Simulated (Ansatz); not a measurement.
**KF: energy against volume**

KF (rock salt, Fm-3m, 19.911 Å³/atom and stress up to 0.01 GPa in the relaxed cell, cube axes along x, y and z) under an equal strain ε along all three axes. PBE in Ansatz, a plane-wave DFT program (PAW, default set), 420 eV, 11×11×11 Γ-centred mesh, Fermi-Dirac smearing 0.05 eV; ions are relaxed, or left where forces stay under 0.02 eV/Å, within the symmetry of each cell.

Here V stands for volume and E for E less E0.

| volume (Å³/atom) | E less E0 (meV/atom) | pressure (GPa) |
|---|---|---|
| 18.1720 | ? | ? |
| 18.7398 | 7.04 | 2.03 |
| 19.0281 | 3.88 | 1.47 |
| 19.3193 | 1.71 | 0.94 |
| 19.6135 | 0.40 | 0.45 |
| 19.9107 | 0.00 | 0.00 |
| 20.2109 | 0.38 | -0.42 |
| 20.5140 | 1.56 | -0.80 |
| 20.8202 | 3.43 | -1.16 |
| 21.1294 | 6.00 | -1.49 |

### Question
Using the third-order Birch-Murnaghan form, a cubic in V^(-2/3), estimate the missing E at V = 18.1720 from the other rows, showing the fit.

### Answer
With u = V^(-2/3) - 0.136, the rows have u = 0.005739, 0.004304, 0.002890, 0.001498, 0.000126, -0.001225, -0.002556, -0.003867, -0.005160. Least squares gives E = -0.002 - 51.6·u + 218924·u² + 676065·u³. Residuals (row less fit): 0.000, -0.005, 0.016, -0.014, 0.005, -0.008, 0.011, -0.002, 0.000; standard error 0.012 (degrees of freedom: 5). Its minimum lies at u = 0.000118, so V0 = (0.136118)^(-3/2) = 19.91. There d²E/du² = 438300 and d³E/du³ = 4056000, so B0 = (4/9) × 19.91^(-7/3) × 438300 × 0.160218 = 29.0 GPa (the last factor turns the table's units into GPa), and B0' = 4 + (2/3) × 0.136118 × (4056000)/438300 = 4.8. B0' rests on the cubic coefficient alone and has a standard error of 0.2 from these residuals. At the withheld row, u = 0.008677, so E = -0.002 - 51.6 × 0.008677 + 218924 × 0.008677² + 676065 × 0.008677³ = 16.475 meV/atom. The calculation gives 16.41 meV/atom, 0.065 meV/atom below the prediction (0.4 % of the range of E in the table). The row lies outside the fitted rows, so this is an extrapolation. From the scatter of the fitted rows alone, a prediction at this place has a standard error of 0.058 meV/atom, so the miss is 1.1 times that.

Other structures, which can take over under pressure, weren't tried. The same form fitted to the pressure column gives B0' = 4.8; series where the two differ by over 0.4 aren't shown. Rows are the converged runs of the series near zero and its far end, less any whose ions stayed unrelaxed beside relaxed ones; series whose fitted rows scatter by over a few per cent of the range, as at a crossing or softening among them, aren't shown in this form.
